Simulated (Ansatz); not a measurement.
Start from Pd in the fcc (Cu type) structure (space group Fm-3m, No. 225; a = 3.8757 Å). Axes: x, y, z lie along the cube axes.

Level of theory: Ansatz (a quantum-chemistry and plane-wave program), PBEsol, PAW, cutoff 420 eV, without spin-orbit coupling.

Before the change:

| Item | Value |
|---|---|
| Pressure | 0.0 GPa |
| Band gap | zero |

One thing is altered: uniaxial strain ε_yy = +1.16 %, all other strain components held at zero; the atoms relax in the strained cell.

Question: What does the calculation give for the energy relative to the base, pressure and band gap after the change?

Answer: The energy increases by 1.5 meV/atom; the pressure (mean of the normal stresses, compression positive) goes from zero to -2.3 GPa; the band gap is still zero.

Without a gap, meshes like the base's 21×21×21 leave anisotropic stresses uncertain by several tenths of a GPa, and small strain energies with them. No phonon test of stability was made. The final runs are not spin-polarised.
